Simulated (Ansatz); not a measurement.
**Habitual settings against a tight run: PdAu3 (Pm-3m, 4 atoms in the cell)**

Self-consistent single point.

```yaml
crystal:
  lattice:
    - [4.08004, 0.00000, 0.00000]
    - [0.00000, 4.08004, 0.00000]
    - [0.00000, 0.00000, 4.08004]
  atoms:
    - { symbol: Pd, position: [0.00000, 0.00000, 0.00000] }
    - { symbol: Au, position: [0.00000, 0.50000, 0.50000] }
    - { symbol: Au, position: [0.50000, 0.00000, 0.50000] }
    - { symbol: Au, position: [0.50000, 0.50000, 0.00000] }
```

Level of theory: PBEsol, harder PAW files (source: ansatz) made with PBE (plane waves; Ansatz, a first-principles code).

Base settings: basis.ecutwfc = 615 eV; kpoints.mp_grid.grid = 11 11 11; kpoints.mp_grid.shift = 0.5 0.5 0.5; hamiltonian.xc = pbesol; hamiltonian.pseudopotentials = {kind: paw, source: ansatz}; scf.occupations.method = methfessel_paxton; scf.occupations.width = 0.136 eV.

Tight run (finer mesh or higher cutoff; not a proven limit): basis.ecutwfc: 615 eV → 865 eV; kpoints.mp_grid.grid: 11 11 11 → 15 15 15; scf.convergence.dr2_threshold: default (1e-07 eV) → 1e-09 eV. It gave Fermi level (on the code's own zero) 19.12 eV; pressure -6.44 GPa.

Quick runs, as changes from the base:
- A: the base itself
- B: basis.ecutwfc: 615 eV → 495 eV; kpoints.mp_grid.grid: 11 11 11 → 2 2 2
- C: basis.ecutwfc: 615 eV → 430 eV; kpoints.mp_grid.grid: 11 11 11 → 4 4 4
- D: kpoints.mp_grid.grid: 11 11 11 → 4 4 4; scf.occupations.method: methfessel_paxton → gaussian
- E: basis.ecutwfc: 615 eV → 370 eV; kpoints.mp_grid.grid: 11 11 11 → 1 1 1; hamiltonian.xc: pbesol → lda; scf.occupations.method: methfessel_paxton → gaussian; scf.occupations.width: 0.136 eV → 0.272 eV [LDA (PW92)]
- F: basis.ecutwfc: 615 eV → 310 eV; kpoints.mp_grid.grid: 11 11 11 → 2 2 2

Energies are extrapolated to zero smearing width, which holds to low order in the width alone.

Dashes: energy of E, another energy zero.

† marks runs with another functional, U, potentials or spin treatment: their distance from the tight run is not a convergence error alone.

The count of work is k-points × plane waves × bands × iterations; it is no time. 

Pressures in the table are Ansatz's without its Pulay estimate, at a fixed set of plane waves; the tight run's value above holds the estimate.

The starting cell comes from a database of computed structures (which also holds hypothetical and non-ambient phases and stackings), without a prior relaxation at this level. Its lattice was rescaled by a random factor within 2.5 % of one. Spin polarisation is off. In the base run, with a pressure of about -6 GPa the cell is away from its equilibrium volume at this level. The cutoff lies below the one recommended for these files.

| run | energy less tight (meV/atom) | pressure less tight (GPa) | count of work / tight |
|---|---|---|---|
| A | 0.2 | 0.04 | 0.26 |
| B | 337.4 | 1.38 | 0.0030 |
| C | 218.2 | -18.95 | 0.0093 |
| D | -16.8 | 0.11 | 0.016 |
| E† | – | -38.95 | 0.0027 |
| F | 5841.3 | -261.03 | 0.0015 |

Among the runs at the tight run's level, the energy misses run from 0.2 to 5841.3 meV/atom.

Keys are those of Ansatz 0.2.
